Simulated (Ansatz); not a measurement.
# Migration barriers: O vacancy in rock-salt CaO, charge state +2

Defect migration in rock-salt CaO: O vacancy, charge state +2. Computed with PBE, PAW (plane waves to 420 eV; Ansatz, an electronic-structure program).

64-site cell at the relaxed PBE lattice, the Γ point alone, smearing 0.01 eV, spin-restricted, no finite-size correction. No zero-point or tunnelling terms. The charge state is imposed; whether it is stable for some Fermi level was not computed. Forms of the defect that were not tried may lie lower.

Barriers: single points on a 2×2×2 k-point mesh shifted by half a step at the bands' geometries (they differ from the bands' own by up to 0.17 eV, and are uncertain by about as much).

```csv
Route,Start site over the lowest site run (eV),Hop (Å),Forward barrier (eV),Backward barrier (eV),Neighbours at the start,Neighbours at the saddle,Saddle order,"Forward, on the band's own sampling (eV)"
one O atom jumps into the vacancy from a nearby O site,0.00,3.28,1.77,1.77,"2 Ca at 2.38, 2 Ca at 2.41, 2 Ca at 2.47 Å",2 Ca at 2.07 Å,"not checked, on a symmetry element",1.59
```

Paths come from nudged elastic bands with a climbing image.  A band can be held on a symmetry element, so unchecked saddle points there may be too high.
